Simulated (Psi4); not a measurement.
Psi4 1.11, unrestricted WB97X/def2-tzvp: F[Si](F)F, charge 0, multiplicity 2, 4 atoms. The geometry is a generated start, not checked to be a minimum at this level.

- task = energy
- method = wb97x
- basis = def2-tzvp
- memory = 3 GB
- maxiter = 100
- keys of the molecule block = symmetry c1
- scf_type = df (default)
- e_convergence = 1e-06 (default)
- d_convergence = 1e-06 (default)
- dft_radial_points = 75 (default)
- dft_spherical_points = 302 (default)
- basis functions = 130
- grid points = 87461

```xyz
4

F      1.4534    -0.0244    -0.1435
Si    -0.0057     0.0084     0.4883
F     -0.7141     1.2632    -0.1842
F     -0.7336    -1.2472    -0.1606
```

Charge 0 and multiplicity 2 are set for this test and not shown to be the ground state.

With the defaults (damping_percentage = 0, diis = true, scf_initial_accelerator = adiis, guess = auto, which took SAD, level_shift = 0, level_shift_cutoff = 0.01, diis_max_vecs = 10) it converges in 8 SCF iterations. One run each on 2 threads, with these changes:
- level_shift = 0.5, level_shift_cutoff = 0.001
- damping_percentage = 20
- damping_percentage = 60
- guess = sapgau
- damping_percentage = 60, diis = false, scf_initial_accelerator = none
- diis_max_vecs = 3
- guess = core
- guess = modhuckel
- guess = sadno

Q: Name the settings that don't reach the solution of the defaults.

A: No convergence: damping_percentage = 60; damping_percentage = 60, diis = false, scf_initial_accelerator = none (the run ends without SCF convergence in 100 iterations). The rest reach the solution of the defaults.

| setting | SCF iterations | end |
|---|---|---|
| level_shift = 0.5, level_shift_cutoff = 0.001 | 7 | same solution |
| the defaults | 8 | same solution |
| diis_max_vecs = 3 | 8 | same solution |
| guess = sapgau | 9 | same solution |
| guess = sadno | 9 | same solution |
| guess = modhuckel | 10 | same solution |
| guess = core | 12 | same solution |
| damping_percentage = 20 | 17 | same solution |
| damping_percentage = 60 | 100 | no convergence |
| damping_percentage = 60, diis = false, scf_initial_accelerator = none | 100 | no convergence |
